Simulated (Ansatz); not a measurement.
Relaxation of the outer planes of the (001) surface of tetragonal MoSi2 in its 1x1 cell (cut with top plane Si, bottom plane Si), outermost plane spacing 1.30 Å in the ideal cut.

Method: PBE (plane waves to 420 eV, PAW; Ansatz, a quantum-chemistry and plane-wave program).

Slab: 6 atoms, Mo2Si4, 6.5 Å thick at the start (thin: gaps and levels are the slab's own); k 12x12x1, smearing 0.1 eV, dipole-corrected; all atoms relaxed; start symmetry kept, larger cells not searched; no spin, no spin-orbit, no U.

| plane | atoms | bulk spacing to the next (Å) | relaxed spacing (Å) | change (%) | rumpling (Å) |
|---|---|---|---|---|---|
| 1 | Si | 1.298 | 1.224 | -5.7 | 0.00 |
| 2 | Mo | 1.298 | 1.301 | 0.3 | 0.00 |
